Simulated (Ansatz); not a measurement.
Functionals compared on CO on the 1x1 (100) surface of fcc Cu, one in a 2x2 cell, started at the site 'hollow Cu-Cu-Cu-Cu over Cu at depth 1.8 Å', in Ansatz (plane waves, PAW). The structure was relaxed with PBE; the other rows are single points on it, each with its references at the same level. Cutoff 420 eV (500 eV for r2SCAN).

Model: 18-atom slab, 5.3 Å thick at the start under the adsorbate (thin: gaps and levels are the slab's own), 6x6x1 mesh, Fermi-Dirac 0.1 eV, dipole correction, 8 atoms held, the rest relaxed; start symmetry kept, larger cells not searched; no spin, no spin-orbit, no U, no dispersion correction. At the end it is bonded to 4 Cu. In PBE this state lies 0.06 eV over the lowest of the starts that converged ('bridge Cu-Cu (span 2.6 Å)'). These notes are the PBE run's. Adsorption energies are against CO(g). A negative adsorption energy means that the adsorbate is more stable on the surface than in its reference.

| functional | adsorption energy (eV) | work function of the top face (eV) | change of the work function (eV) | rough cost of the single point |
|---|---|---|---|---|
| PBE | -0.79 | 5.38 | 0.84 | – |
| RPBE | -0.42 | 5.24 | 0.87 | around 2.3 core-minutes (rough) |
| r2SCAN | (withheld) | (withheld) | (withheld) | roughly 5 core-minutes |

What belongs in the gaps?


- r2SCAN, adsorption energy (eV): -0.91
- r2SCAN, work function of the top face (eV): 5.44
- r2SCAN, change of the work function (eV): 0.90

Ansatz is a first-principles code.
